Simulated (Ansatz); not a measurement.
Consider CdSe in the zinc blende structure (space group F-43m, No. 216; a = 6.0075 Å). Axes: x, y, z lie along the cube axes.

All numbers come from LDA, PAW, 420 eV (Ansatz, a first-principles code; no SOC).

Modification: the cell is scaled by 0.9800 in all directions, atoms relaxed at fixed cell.

**Question.** Predict the stress tensor and what it implies for the stiffness.

**Answer.** Stress of the strained cell less that of the base (GPa, compression positive):
```
   4.05    0.00    0.00
   0.00    4.05    0.00
   0.00    0.00    4.05
```

Then B = −ΔP/(ΔV/V₀) with ΔV/V₀ = -0.0588 gives secant stiffness values (nonlinear terms included at this strain): B ≈ 69 GPa.

As a check, the harmonic strain energy −½ V₀ Δσ:ε is 21 meV/atom; the computed energy rise is 19 meV/atom.

Stability against distortions was not tested.
